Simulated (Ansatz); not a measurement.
# Step by step: formation energy of 2 Be_Al in Al (fcc, Fm-3m)

Consider the formation energy of 2 Be_Al in Al (fcc, Fm-3m). Reaction: 30 Al (fcc) + 2 Be (hcp) → cell A.

A: a supercell of 32 sites of Al (fcc, Fm-3m) with two times Be on an Al site (4 Al at 2.72 Å); the closest two of these centres are 2.7 Å apart; spin state with PBE: run without spin.

Setting: static, neutral cells in Ansatz (PAW) whose structures rest at the PBE level. Ansatz (a quantum-chemistry and plane-wave program) runs with its PAW set soft_1. Other levels take these structures. The lattices are those relaxed with PBE, so at other levels the solids can be strained, which adds to the spread. Larger cells are relaxed from a start prepared with the learned potential CHGNet, on a coarser mesh till forces fall under 0.03 eV/Å, which some starts already meet. A dispersion term (D3(BJ), or D4 for r2SCAN) was computed beside these levels and is taken off wherever the name lacks it. Space groups of crystals are read within 0.01 Å. The cell is small for its defects, so this is an ordered compound on the host's lattice rather than an isolated defect. Cell A has symmetry Cmmm within 0.02 Å and got no random move, so less symmetric positions, which may lie lower, weren't tried.

Total energies of the cells in eV, at zero smearing width. They compare only within one column; the weights balance every element.

```
cell           atoms  weight        r2SCAN          RPBE
-------------  -----  ------  ------------  ------------
A: Al:2 Be_Al     32      +1  -16397.10542  -16399.25678
Al (fcc)          32  −15/16  -17292.87307  -17294.02621
Be (hcp)           2      −1    -186.67793    -187.35925
```

r2SCAN: (-16397.10542) − 15/16 × (-17292.87307) − (-186.67793) = 1.641 eV.

RPBE: (-16399.25678) − 15/16 × (-17294.02621) − (-187.35925) = 1.252 eV.
